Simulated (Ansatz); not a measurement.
The parent structure is TiO2 in the rutile structure (space group P4_2/mnm, No. 136).

```yaml
crystal:
  lattice:
    - [4.64353, 0.00000, 0.00000]
    - [0.00000, 4.64353, 0.00000]
    - [0.00000, 0.00000, 2.96370]
  atoms:
    - { symbol: Ti, position: [0.00000, 0.00000, 0.00000] }
    - { symbol: Ti, position: [0.50000, 0.50000, 0.50000] }
    - { symbol: O, position: [0.30512, 0.30512, 0.00000] }
    - { symbol: O, position: [0.80512, 0.19488, 0.50000] }
    - { symbol: O, position: [0.19488, 0.80512, 0.50000] }
    - { symbol: O, position: [0.69488, 0.69488, 0.00000] }
```

Cartesian axes are those of the cell as printed.

Computed with plane-wave PAW DFT at the PBE level (Ansatz, a first-principles code, 420 eV), scalar-relativistic without spin-orbit coupling, earlier PAW set.

Now apply this change: an isotropic linear strain of +0.96 %, atoms relaxed at fixed cell.

Task: Predict the stress tensor and what it implies for the stiffness.

Result: Stress of the strained cell less that of the base (GPa, compression positive):
```
  -5.08    0.00    0.00
   0.00   -5.08    0.00
   0.00    0.00   -6.98
```

Then B = −ΔP/(ΔV/V₀) with ΔV/V₀ = 0.0291 gives secant stiffness values (nonlinear terms included at this strain): B (at held cell shape, above the free-shape value) ≈ 196 GPa.

As a check, the harmonic strain energy −½ V₀ Δσ:ε is 5.5 meV/atom; the computed energy rise is 5.7 meV/atom.

Whether these cells are dynamically stable was not tested. The final runs are not spin-polarised.
